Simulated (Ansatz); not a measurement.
System: GeRh (P2₁3, No. 198, 8 atoms in the cell; start mp-20866; a measured phase of this formula has another space group). Method: PBEsol in Ansatz (PAW).

Settings: plane-wave cutoff 520 eV, 12×12×12 k mesh, Fermi–Dirac smearing 0.05 eV, no spin polarisation, scalar-relativistic PAW data made under PBE.

Cell (relaxed at this level):

```xyz
8
Lattice="4.8444 0.0000 0.0000 0.0000 4.8444 0.0000 0.0000 0.0000 4.8444" Properties=species:S:1:pos:R:3 pbc="T T T"
Ge     0.7833     1.6389     3.2054
Ge     1.6389     3.2054     0.7833
Ge     3.2054     0.7833     1.6389
Ge     4.0611     4.0611     4.0611
Rh     4.2093     3.0573     1.7871
Rh     3.0573     1.7871     4.2093
Rh     1.7871     4.2093     3.0573
Rh     0.6351     0.6351     0.6351
```

Task: What does this level give for the bulk modulus B0?

Result: 
* **bulk modulus B0**: 119 GPa

Note: the run has no spin polarisation, so it can have missed a magnetic state; the bulk modulus is −V dP/dV from two relaxed cells at ±2 % in volume; the relaxation could not lower the start's symmetry, so the cell can be a saddle point above a distorted one.

Computing time: about 12 core-minutes (a rough figure).

A start named mp-… is a Materials Project structure, which need not be a measured phase.

Ansatz is a quantum-chemistry and plane-wave program.
